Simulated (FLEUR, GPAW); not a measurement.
A GPAW input for a self-consistent single point of As (R-3m, 2 atoms in the cell) (DFT PBE, plane waves, GPAW PAW datasets PBE (gpaw-data 1.0.1)):

```python
from ase import Atoms
from ase.units import GPa
from gpaw import GPAW, PW, FermiDirac

atoms = Atoms(['As', 'As'],
              cell=[[1.877410, 1.083923, 3.704337],
                    [-1.877410, 1.083923, 3.704337],
                    [0.000000, -2.167846, 3.704337]],
              positions=[[-0.000000, -0.000000, 2.494093],
                         [0.000000, -0.000000, 8.618918]],
              pbc=True)

calc = GPAW(mode=PW(600),
            xc='PBE',
            kpts=(11, 11, 11),
            occupations=FermiDirac(0.1),
            nbands=-10,
            symmetry={'symmorphic': False, 'tolerance': 0.0005},
            maxiter=150)

atoms.calc = calc

energy = atoms.get_potential_energy()
print('Energy (eV):', round(energy, 6))
forces = atoms.get_forces()
print('Forces (eV/Ang):')
print(forces.round(5))
stress = atoms.get_stress()
print('Stress (GPa, Voigt):', (stress / GPa).round(4))
```

Question: Write the same calculation as an input for FLEUR.

Answer: One input that does it (others would too):

Input of the input generator:

```
As crystal
&input film=f /
0.4374159330 0.2525422067 0.8630699481
-0.4374159330 0.2525422067 0.8630699481
0.0000000000 -0.5050844134 0.8630699481
8.1107938220
1.0 1.0 1.0

2
33 0.2244300000 0.2244300000 0.2244300000
33 0.7755700000 0.7755700000 0.7755700000

&comp jspins=1 /
&kpt div1=11 div2=11 div3=11 /
&end /
```

```xml
<?xml version="1.0" encoding="UTF-8" standalone="no"?>
<fleurInput fleurInputVersion="0.39">
   <comment>
      As crystal                                                                                          
   </comment>
   <calculationSetup>
      <cutoffs Kmax="3.5" Gmax="12.2" GmaxXC="12.2" numbands="0"/>
      <scfLoop itmax="100" minDistance="0.00001" maxIterBroyd="99" imix="Anderson" alpha="0.05" precondParam="0.0" spinf="2.0"/>
      <coreElectrons ctail="T" frcor="F" kcrel="0" coretail_lmax="0"/>
      <xcFunctional name="pbe" relativisticCorrections="F"/>
      <magnetism jspins="1"/>
      <soc l_soc="F" theta="0.0" phi="0.0" spav="F"/>
      <expertModes spex="0" secvar="F"/>
      <geometryOptimization l_f="T" forcealpha="1.0" forcemix="BFGS" epsdisp="0.00001" epsforce="0.00001"/>
      <ldaU l_linMix="F" mixParam="0.05" spinf="1.0"/>
   </calculationSetup>
   <cell>
      <bzIntegration valenceElectrons="30.0" mode="hist" fermiSmearingEnergy="0.00367493">
         <kPointListSelection listName="default-1"/>
         <!-- k-points included here -->
         <xi:include xmlns:xi="http://www.w3.org/2001/XInclude" href="kpts.xml"> </xi:include>
      </bzIntegration>
      <!-- symmetry operations included here -->
      <xi:include xmlns:xi="http://www.w3.org/2001/XInclude" href="sym.xml"> </xi:include>
      <bulkLattice scale="1.0">
         <bravaisMatrix>
            <row-1>    3.5477904470207657     2.0483177698966069     7.0001824030033406</row-1>
            <row-2>   -3.5477904470207657     2.0483177698966069     7.0001824030033406</row-2>
            <row-3>    0.0000000000000000    -4.0966355397932137     7.0001824030033406</row-3>
         </bravaisMatrix>
      </bulkLattice>
   </cell>
   <atomSpecies>
      <species name="Arsenic (As)" element="As" atomicNumber="33">
         <mtSphere radius="2.22" gridPoints="767" logIncrement="0.016"/>
         <atomicCutoffs lmax="8" lnonsphr="6"/>
         <electronConfig flipSpins="F">
            <coreConfig>(1s1/2) (2s1/2) (2p1/2) (2p3/2) (3s1/2) (3p1/2) (3p3/2)</coreConfig>
            <valenceConfig>(4s1/2) (3d3/2) (3d5/2) (4p1/2) (4p3/2)</valenceConfig>
            <stateOccupation state="(4p1/2)" spinUp="0.5" spinDown="0.5"/>
            <stateOccupation state="(4p3/2)" spinUp="1.0" spinDown="1.0"/>
         </electronConfig>
         <energyParameters s="4" p="4" d="3" f="4"/>
         <lo type="HELO" l="2" n="4" eDeriv="0"/>
      </species>
   </atomSpecies>
   <atomGroups>
      <atomGroup species="Arsenic (As)">
         <relPos label="                   1">.2244300000 .2244300000 .2244300000</relPos>
         <relPos label="                   2">-.2244300000 -.2244300000 -.2244300000</relPos>
         <force calculate="T" relaxXYZ="TTT"/>
      </atomGroup>
   </atomGroups>
   <output dos="F" band="F" slice="F">
      <checks vchk="F" cdinf="F"/>
      <bandDOS minEnergy="-.5*Htr" maxEnergy="0.5*Htr" sigma="0.015" storeEVData="T"/>
      <vacuumDOS vacdos="F" integ="F" star="F" nstars="0" locx1="0.0" locy1="0.0" locx2="0.0" locy2="0.0" nstm="0" tworkf="0.0"/>
      <unfoldingBand unfoldBand="F" supercellX="1" supercellY="1" supercellZ="1"/>
      <plotting iplot="0" polar="F">
         <plot TwoD="T" vec1="  1.0  0.0  0.0" vec2="  0.0  1.0  0.0" vec3="  0.0  0.0  1.0" zero="  0.0  0.0  0.0" file="plot"/>
      </plotting>
      <chargeDensitySlicing numkpt="0" minEigenval="0.0" maxEigenval="0.0" nnne="0" pallst="F"/>
      <specialOutput eonly="F"/>
      <magneticCircularDichroism mcd="F" energyLo="-10.0" energyUp="0.0"/>
   </output>
  <!-- We include the file relax.xml here to enable relaxations (see documentation) -->
  <xi:include xmlns:xi="http://www.w3.org/2001/XInclude" href="relax.xml"> <xi:fallback/> </xi:include>
</fleurInput>
```

Basis settings and potentials, where a program has them, do not carry over. This input uses DFT, PBE, all-electron FLAPW (FLEUR), scalar-relativistic valence.

The starting cell comes from a database of computed structures (which also holds hypothetical and non-ambient phases and stackings), without a prior relaxation at this level.
